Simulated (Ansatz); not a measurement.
Bi2SiO5 (Cmc2₁, No. 36, 16 atoms in the cell; start mp-28144), treated with r²SCAN (Ansatz, a quantum-chemistry and plane-wave program, PAW).

Numerical settings: plane-wave cutoff 560 eV, 8×8×6 k mesh (along the axes of the cell as run), Fermi–Dirac smearing 0.01 eV, scalar-relativistic PAW data made under PBE.

Cell (relaxed with PBEsol):

Space group Cmc2₁ (No. 36); a = 15.1709 Å, b = 5.4808 Å, c = 5.3269 Å, α = β = γ = 90.00°

| atom | site | symmetry | x | y | z |
|---|---|---|---|---|---|
| Si | 4a | m.. | 0.0000 | 0.3211 | 0.3004 |
| Bi | 8b | 1 | 0.3346 | 0.2791 | 0.2449 |
| O | 8b | 1 | 0.2505 | 0.0091 | 0.0152 |
| O | 8b | 1 | 0.0919 | 0.1739 | 0.3246 |
| O | 4a | m.. | 0.0000 | 0.4693 | 0.0283 |
(The calculation used a cell of 16 atoms; values per cell refer to that cell.)

Task: Give the computed band gap and smallest direct gap on the k points sampled.

Result: 
- band gap: 3.27 eV
- smallest direct gap on the k points sampled: 3.29 eV

Note: cell and atoms aren't relaxed at this level (largest force component 0.35 eV/Å, pressure -0.3 GPa).

Spin–orbit coupling is not included; with these elements it can move the gap by several tenths of an eV or more.

Static lattice: no zero-point or thermal effects.

Computing time: very roughly 15 core-minutes.

A start named mp-… is a Materials Project structure, which need not be a measured phase.
